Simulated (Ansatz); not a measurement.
Several settings converged on Al3Ni2 (P3m1, 5 atoms in the cell)

```xyz
5
Lattice="4.0062 0.0000 0.0000 -2.0031 3.4695 0.0000 0.0000 0.0000 4.8955" Properties=species:S:1:pos:R:3 pbc="T T T"
Al     0.0000     0.0000     0.0500
Al     0.0000     2.3130     3.1727
Al     2.0031     1.1565     1.7228
Ni     0.0000     2.3130     0.7175
Ni     2.0031     1.1565     4.1780
```

Base method: LDA (PW92), default PAW files made with PBE (plane waves; Ansatz, a first-principles code).

Base settings: basis.ecutwfc = 30.9 Ry; kpoints.mp_grid.grid = 10 10 7; hamiltonian.xc = lda; hamiltonian.pseudopotentials = {kind: paw} (the program's default PAW files); scf.occupations.method = fermi_dirac; scf.occupations.width = 0.0073 Ry.

The count of work is k-points × plane waves × bands × iterations; it is no time. 

**The width of Fermi-Dirac smearing**

In this ladder: kpoints.mp_grid.grid = 16 16 12.

Narrow widths need finer meshes than wide ones, so the last steps can hold mesh noise.

Only quantities that move along the ladder and can be compared are tabulated; pressure and forces are left out, as mesh noise rules them at narrow widths.

| scf.occupations.width | free energy less the last step's (meV/atom) | energy extrapolated to zero width less the last step's (meV/atom) |
|---|---|---|
| 0.0735 Ry | -685.82 | 96.58 |
| 0.0367 Ry | -136.58 | 21.32 |
| 0.022 Ry | -42.18 | 4.53 |
| 0.0147 Ry | -16.98 | 1.26 |
| 0.0073 Ry | -3.09 | 0.19 |
| 0.0037 Ry | 0.00 | 0.00 |

Widest scf.occupations.width that holds the energy extrapolated to zero width within 1 meV/atom of the last step, with all finer ones: 0.0073 Ry; the step before is off by 1.3 meV/atom.

Widest scf.occupations.width that holds the free energy within 5 meV/atom: not settled: the last two steps still differ by 3.1 meV/atom, over half the tolerance, so the ladder does not show it.

The extrapolation to zero width removes most of the smearing's effect on the energy.

**The width of Methfessel-Paxton smearing**

In this ladder: kpoints.mp_grid.grid = 16 16 12; scf.occupations.method = methfessel_paxton.

Narrow widths need finer meshes than wide ones, so the last steps can hold mesh noise.

Only quantities that move along the ladder and can be compared are tabulated; pressure and forces are left out, as mesh noise rules them at narrow widths.

```csv
scf.occupations.width,free energy less the last step's (meV/atom)
0.0367 Ry,1.17
0.022 Ry,0.34
0.0147 Ry,0.15
0.0073 Ry,0.02
0.0037 Ry,0.00
```

Widest scf.occupations.width that holds the free energy within 1 meV/atom of the last step, with all finer ones: 0.022 Ry; the step before is off by 1.2 meV/atom.

**The mesh under tetrahedron occupations**

In this ladder: scf.occupations.method = tetrahedron; scf.occupations.width = default.

Only quantities that move along the ladder and can be compared are tabulated.

| kpoints.mp_grid.grid | free energy less the last step's (meV/atom) | largest difference of a force vector from the last step's (eV/Å) | count of work / last |
|---|---|---|---|
| 4 4 3 | -1.34 | 0.030 | 0.011 |
| 5 5 4 | 2.44 | 0.031 | 0.024 |
| 6 6 5 | 1.30 | 0.008 | 0.036 |
| 8 8 6 | 0.78 | 0.009 | 0.067 |
| 9 9 7 | 0.00 | 0.007 | 0.092 |
| 12 12 8 | -0.35 | 0.004 | 0.18 |
| 14 14 10 | 0.17 | 0.002 | 0.28 |
| 18 18 13 | -0.02 | 0.001 | 0.56 |
| 22 22 16 | 0.00 | 0.000 | 1.0 |

Coarsest kpoints.mp_grid.grid that holds the free energy within 0.5 meV/atom of the last step, with all finer ones: 9 9 7, at 0.092 of the last step's count of work; the step before is off by 0.78 meV/atom.

On the base run: the starting cell comes from a database of computed structures (which also holds hypothetical and non-ambient phases and stackings), without a prior relaxation at this level. Its lattice was rescaled by up to half a per cent. One atom was moved a little off its site on purpose. Spin polarisation is off. In the base run, with a pressure of about -5 GPa the cell is away from its equilibrium volume at this level. Ansatz's pressure includes its estimate of the finite-basis (Pulay) stress.

Left out of this page: 4 runs of the series outside the window shown, repeating another row's setting, or not comparable; 1 run of the series unsound by tests on forces, stress, charge or solver warnings.

Keys are those of Ansatz 0.2.
